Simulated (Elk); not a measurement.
Input and output of a self-consistent single point for MgO (Fm-3m, 2 atoms in the cell) (Elk).

Computed with PBEsol, all-electron FP-LAPW, Elk's shipped species files, APW+lo basis with extra local orbitals in Elk 10.2.4.

```
MgO
1.0
    0.00000     2.09700     2.09700
    2.09700     0.00000     2.09700
    2.09700     2.09700     0.00000
Mg O
1 1
Direct
  0.00000   0.00000   0.00000
  0.50000   0.50000   0.50000
```

Reference input (self-consistent single point, DFT, PBEsol, all-electron FP-LAPW, Elk's shipped species files, APW+lo basis with extra local orbitals): xctype = 22; rgkmax = 7.5; stype = 3; swidth = 0.000367493 Ha; ngridk = 13 13 13; vkloff = 0.5 0.5 0.5; tforce = true; gmaxvr = 18 1/bohr; lmaxapw = 10; lmaxo = 8; nxlo = 2; lorbcnd = true. This run's input differs from it in these lines:

```diff
@@ -16,6 +16,6 @@
 lmaxapw
-  10
+  6
 
 lmaxo
-  8
+  6
```

Log, with long lists cut:

```
│ Self-consistent loop started │
│ Loop number : 1 │
 total energy                :     -278.385599288
│ Loop number : 2 │
 total energy                :     -278.324107533
RMS change in Kohn-Sham potential (target) :    1.250741281     (  0.1000000000E-05)
Absolute change in total energy (target)   :   0.6149175502E-01 (  0.1000000000E-03)
│ Loop number : 3 │
 total energy                :     -278.253168098
RMS change in Kohn-Sham potential (target) :    1.206477811     (  0.1000000000E-05)
Absolute change in total energy (target)   :   0.8631237376E-01 (  0.1000000000E-03)
│ Loop number : 4 │
   [... lines left out ...]
Absolute change in total energy (target)   :   0.8882893951E-04 (  0.1000000000E-03)
│ Loop number : 13 │
 total energy                :     -275.058006986
RMS change in Kohn-Sham potential (target) :   0.1748260033E-05 (  0.1000000000E-05)
Absolute change in total energy (target)   :   0.4168374716E-04 (  0.1000000000E-03)
│ Loop number : 14 │
 total energy                :     -275.058028885
RMS change in Kohn-Sham potential (target) :   0.5253377885E-06 (  0.1000000000E-05)
Absolute change in total energy (target)   :   0.3231951877E-04 (  0.1000000000E-03)
Convergence targets achieved

│ Loop number : 15 │

Energies :
 Fermi                       :     0.176759042070
 total energy                :     -275.058031772

Density of states at Fermi energy :   0.2722496191E-06
 (states/Hartree/unit cell)

Estimated indirect band gap :   0.1804190908
 from k-point      1 to k-point      1
Estimated direct band gap   :   0.1804190908
 at k-point      1

Charges :
 core                        :    4.000000000
 valence                     :    16.00000000
 interstitial                :    2.067932773
 muffin-tins (core leakage)
  species :    1 (Mg)
   atom    1                 :    10.47626476     (  0.1332267630E-14)
  species :    2 (O)
   atom    1                 :    7.455802467     (  0.4857566682E-07)
 total in muffin-tins        :    17.93206723
   [... lines left out ...]
   total force               :    -0.00000000   -0.00000000   -0.00000000
   total magnitude           :     0.00000000
 species :    2 (O)
  atom :    1
   Hellmann-Feynman          :    -0.00000000   -0.00000000    0.00000000
   IBS                       :     0.00000000    0.00000000   -0.00000000
   total force               :     0.00000000    0.00000000    0.00000000
   total magnitude           :     0.00000000
```

The run converged in 15 iterations. The count includes the last loop, which Elk runs after its targets are met. Against the reference run the free energy falls by 21.5 meV/atom and the gap on the mesh hardly changes (4.901 to 4.909 eV).

The starting cell comes from a database of computed structures (which also holds hypothetical and non-ambient phases and stackings), without a prior relaxation at this level. Values depend on the basis (sphere radii, cutoffs, local orbitals), which need not be converged. The shifted mesh does not hold Γ, so a gap read on it misses any band edge there.

Cost on one core of a shared machine: roughly 80 s.
